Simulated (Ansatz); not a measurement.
Variants of one calculation on HfWC2 (R-3m, 4 atoms in the cell)

```yaml
crystal:
  lattice:
    - [1.55934, 0.90028, 5.11872]
    - [-1.55934, 0.90028, 5.11872]
    - [0.00000, -1.80057, 5.11872]
  atoms:
    - { symbol: Hf, position: [0.00000, 0.00000, 0.00000] }
    - { symbol: W, position: [0.50000, 0.50000, 0.50000] }
    - { symbol: C, position: [0.24575, 0.24575, 0.24575] }
    - { symbol: C, position: [0.75425, 0.75425, 0.75425] }
```

Base run A: PBEsol, default PAW files made with PBE in Ansatz (a program for electronic structure), self-consistent single point.

Its settings: basis.ecutwfc = 420 eV; kpoints.mp_grid.grid = 16 16 16; hamiltonian.xc = pbesol; hamiltonian.pseudopotentials = {kind: paw} (the program's default PAW files); scf.occupations.method = cold; scf.occupations.width = 0.2 eV.

The starting cell comes from a database of computed structures (which also holds hypothetical and non-ambient phases and stackings), without a prior relaxation at this level. Its lattice was rescaled by a random factor within 2.5 % of one. Spin polarisation is off. In the base run, with a pressure of about 9 GPa the cell is away from its equilibrium volume at this level. Ansatz's pressure includes its estimate of the finite-basis (Pulay) stress.

```tsv
run	change	pressure (GPa)	largest force (eV/Å)
A	base	9.02	0.022
B	magnetization.noncollinear: default → true; magnetization.spin_orbit: default → true [PBEsol with spin-orbit coupling]	8.54	0.034
C	hamiltonian.xc: pbesol → lda; magnetization.noncollinear: default → true; magnetization.spin_orbit: default → true [LDA (PW92) with spin-orbit coupling]	2.29	0.025
```

Run B against A: The pressure goes from 9.02 to 8.54 GPa and the largest force goes from 0.022 to 0.034 eV/Å.

Run C against A: The pressure goes from 9.02 to 2.29 GPa and the largest force moves little (0.022 to 0.025 eV/Å).

Left out of this page: 1 run of the series stopped by limits of time or memory.

Keys are those of Ansatz 0.2.
